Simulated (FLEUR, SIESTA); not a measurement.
A SIESTA input for a self-consistent single point of KMg₆Cd (Amm2, 8 atoms in the cell) (DFT, GGA PBEsol, numerical atomic orbitals DZP, PseudoDojo PBEsol standard norm-conserving potentials (rewritten from UPF to PSML)):

```
# files in the folder: K.psml Mg.psml Cd.psml (PseudoDojo PBEsol standard)
SystemName  KMg6Cd
SystemLabel KMg6Cd

NumberOfAtoms                8
NumberOfSpecies              3
%block ChemicalSpeciesLabel
  1 19 K
  2 12 Mg
  3 48 Cd
%endblock ChemicalSpeciesLabel
LatticeConstant              1.0 Bohr
%block LatticeVectors
     9.790680500    0.000000000    0.000000000
     0.000000000    6.223280089   10.635284143
     0.000000000   -6.223280089   10.635284143
%endblock LatticeVectors
AtomicCoordinatesFormat      ScaledCartesian
%block AtomicCoordinatesAndAtomicSpecies
     0.000000000   -0.000000000   17.688179175  1
     0.000000000   -3.066956893   12.379896154  2
     0.000000000    3.066956893   12.379896154  2
     0.000000000   -0.000000000    7.162438459  2
     4.895340250   -2.923448054    8.976605228  2
     4.895340250    2.923448054    8.976605228  2
     4.895340250   -0.000000000    3.550695964  2
     4.895340250    0.000000000   13.968169488  3
%endblock AtomicCoordinatesAndAtomicSpecies

XC.functional                GGA
XC.authors                   PBEsol
PAO.BasisSize                DZP
PAO.EnergyShift              0.005 Ry
MeshCutoff                   350 Ry
%block kgrid.MonkhorstPack
    4   0   0  0.0
    0   3   0  0.0
    0   0   3  0.0
%endblock kgrid.MonkhorstPack
OccupationFunction           MP
OccupationMPOrder            0
ElectronicTemperature        0.05 eV

MaxSCFIterations             150
SCF.Mixer.Method             Pulay
SCF.Mixer.Weight             0.2
SCF.Mixer.History            8
SCF.DM.Tolerance             1.0E-04
Diag.ParallelOverK           true
WriteForces                  true
```

### Question
Give the FLEUR input for the same structure, mesh, smearing and functional.

### Answer
One input that does it (others would too):

Input of the input generator:

```
KMg6Cd
&input film=f /
9.7906805003 0.0000000000 0.0000000000
0.0000000000 6.2232800887 10.6352841431
0.0000000000 -6.2232800887 10.6352841431
1.0
1.0 1.0 1.0

8
19 0.0000000000 0.8315800000 0.8315800000
12 0.0000000000 0.3356100000 0.8284300000
12 0.0000000000 0.8284300000 0.3356100000
12 0.0000000000 0.3367300000 0.3367300000
12 0.5000000000 0.1871400000 0.6569000000
12 0.5000000000 0.6569000000 0.1871400000
12 0.5000000000 0.1669300000 0.1669300000
48 0.5000000000 0.6566900000 0.6566900000

&comp jspins=1 /
&exco xctyp='PBEs' /
&kpt div1=4 div2=3 div3=3 gamma=t /
&end /
```

```xml
<?xml version="1.0" encoding="UTF-8" standalone="no"?>
<fleurInput fleurInputVersion="0.39">
   <comment>
      KMg6Cd                                                                                              
   </comment>
   <calculationSetup>
      <cutoffs Kmax="3.8" Gmax="13.3" GmaxXC="13.3" numbands="0"/>
      <scfLoop itmax="60" minDistance="0.00001" maxIterBroyd="15" imix="Anderson" alpha="0.05" precondParam="0.0" spinf="2.0"/>
      <coreElectrons ctail="T" frcor="F" kcrel="0" coretail_lmax="0"/>
      <xcFunctional name="PBEs" relativisticCorrections="F"/>
      <magnetism jspins="1"/>
      <soc l_soc="F" theta="0.0" phi="0.0" spav="F"/>
      <expertModes spex="0" secvar="F"/>
      <geometryOptimization l_f="T" forcealpha="1.0" forcemix="BFGS" epsdisp="0.00001" epsforce="0.00001"/>
      <ldaU l_linMix="F" mixParam="0.05" spinf="1.0"/>
   </calculationSetup>
   <cell>
      <bzIntegration valenceElectrons="87.0" mode="gauss" fermiSmearingEnergy="0.00183747">
         <kPointListSelection listName="default-1"/>
         <!-- k-points included here -->
         <xi:include xmlns:xi="http://www.w3.org/2001/XInclude" href="kpts.xml"> </xi:include>
      </bzIntegration>
      <!-- symmetry operations included here -->
      <xi:include xmlns:xi="http://www.w3.org/2001/XInclude" href="sym.xml"> </xi:include>
      <bulkLattice scale="1.0">
         <bravaisMatrix>
            <row-1>    9.7906805003000006     0.0000000000000000     0.0000000000000000</row-1>
            <row-2>    0.0000000000000000     6.2232800887000002    10.6352841430999998</row-2>
            <row-3>    0.0000000000000000    -6.2232800887000002    10.6352841430999998</row-3>
         </bravaisMatrix>
      </bulkLattice>
   </cell>
   <atomSpecies>
      <species name="Potassium (K)" element="K" atomicNumber="19">
         <mtSphere radius="2.68" gridPoints="925" logIncrement="0.013"/>
         <atomicCutoffs lmax="10" lnonsphr="8"/>
         <electronConfig flipSpins="F">
            <coreConfig>(1s1/2) (2s1/2) (2p1/2) (2p3/2)</coreConfig>
            <valenceConfig>(3s1/2) (3p1/2) (3p3/2) (4s1/2)</valenceConfig>
            <stateOccupation state="(4s1/2)" spinUp="0.5" spinDown="0.5"/>
         </electronConfig>
         <energyParameters s="4" p="4" d="3" f="4"/>
         <lo type="SCLO" l="0" n="3" eDeriv="0"/>
         <lo type="SCLO" l="1" n="3" eDeriv="0"/>
      </species>
      <species name="Magnesium (Mg)" element="Mg" atomicNumber="12">
         <mtSphere radius="2.68" gridPoints="925" logIncrement="0.013"/>
         <atomicCutoffs lmax="10" lnonsphr="8"/>
         <electronConfig flipSpins="F">
            <coreConfig>(1s1/2)</coreConfig>
            <valenceConfig>(2s1/2) (2p1/2) (2p3/2) (3s1/2)</valenceConfig>
         </electronConfig>
         <energyParameters s="3" p="3" d="3" f="4"/>
         <lo type="SCLO" l="0" n="2" eDeriv="0"/>
         <lo type="SCLO" l="1" n="2" eDeriv="0"/>
      </species>
      <species name="Cadmium (Cd)" element="Cd" atomicNumber="48">
         <mtSphere radius="2.68" gridPoints="925" logIncrement="0.014"/>
         <atomicCutoffs lmax="10" lnonsphr="8"/>
         <electronConfig flipSpins="F">
            <coreConfig>(1s1/2) (2s1/2) (2p1/2) (2p3/2) (3s1/2) (3p1/2) (3p3/2) (4s1/2) (3d3/2) (3d5/2)</coreConfig>
            <valenceConfig>(4p1/2) (4p3/2) (5s1/2) (4d3/2) (4d5/2)</valenceConfig>
         </electronConfig>
         <energyParameters s="5" p="5" d="4" f="4"/>
         <lo type="SCLO" l="1" n="4" eDeriv="0"/>
      </species>
   </atomSpecies>
   <atomGroups>
      <atomGroup species="Potassium (K)">
         <relPos label="                   1">.0000000000 -.1684200000 -.1684200000</relPos>
         <force calculate="T" relaxXYZ="TTT"/>
      </atomGroup>
      <atomGroup species="Magnesium (Mg)">
         <relPos label="                   2">.0000000000 .3356100000 -.1715700000</relPos>
         <relPos label="                   3">.0000000000 -.1715700000 .3356100000</relPos>
         <force calculate="T" relaxXYZ="TTT"/>
      </atomGroup>
      <atomGroup species="Magnesium (Mg)">
         <relPos label="                   4">.0000000000 .3367300000 .3367300000</relPos>
         <force calculate="T" relaxXYZ="TTT"/>
      </atomGroup>
      <atomGroup species="Magnesium (Mg)">
         <relPos label="                   5">1.000/2.000 .1871400000 -.3431000000</relPos>
         <relPos label="                   6">1.000/2.000 -.3431000000 .1871400000</relPos>
         <force calculate="T" relaxXYZ="TTT"/>
      </atomGroup>
      <atomGroup species="Magnesium (Mg)">
         <relPos label="                   7">1.000/2.000 .1669300000 .1669300000</relPos>
         <force calculate="T" relaxXYZ="TTT"/>
      </atomGroup>
      <atomGroup species="Cadmium (Cd)">
         <relPos label="                   8">1.000/2.000 -.3433100000 -.3433100000</relPos>
         <force calculate="T" relaxXYZ="TTT"/>
      </atomGroup>
   </atomGroups>
   <output dos="F" band="F" slice="F">
      <checks vchk="F" cdinf="F"/>
      <bandDOS minEnergy="-.5*Htr" maxEnergy="0.5*Htr" sigma="0.015" storeEVData="T"/>
      <vacuumDOS vacdos="F" integ="F" star="F" nstars="0" locx1="0.0" locy1="0.0" locx2="0.0" locy2="0.0" nstm="0" tworkf="0.0"/>
      <unfoldingBand unfoldBand="F" supercellX="1" supercellY="1" supercellZ="1"/>
      <plotting iplot="0" polar="F">
         <plot TwoD="T" vec1="  1.0  0.0  0.0" vec2="  0.0  1.0  0.0" vec3="  0.0  0.0  1.0" zero="  0.0  0.0  0.0" file="plot"/>
      </plotting>
      <chargeDensitySlicing numkpt="0" minEigenval="0.0" maxEigenval="0.0" nnne="0" pallst="F"/>
      <specialOutput eonly="F"/>
      <magneticCircularDichroism mcd="F" energyLo="-10.0" energyUp="0.0"/>
   </output>
  <!-- We include the file relax.xml here to enable relaxations (see documentation) -->
  <xi:include xmlns:xi="http://www.w3.org/2001/XInclude" href="relax.xml"> <xi:fallback/> </xi:include>
</fleurInput>
```

Basis, cutoffs, solver keys and any potentials are the target program's own. This input uses DFT, PBEsol, all-electron FLAPW (FLEUR), scalar-relativistic valence.

The starting cell comes from a database of computed structures (which also holds hypothetical and non-ambient phases and stackings), without a prior relaxation at this level. Its lattice was rescaled by a random factor within 2.5 % of one. For this run, on top of that: lattice scaled by 0.98.
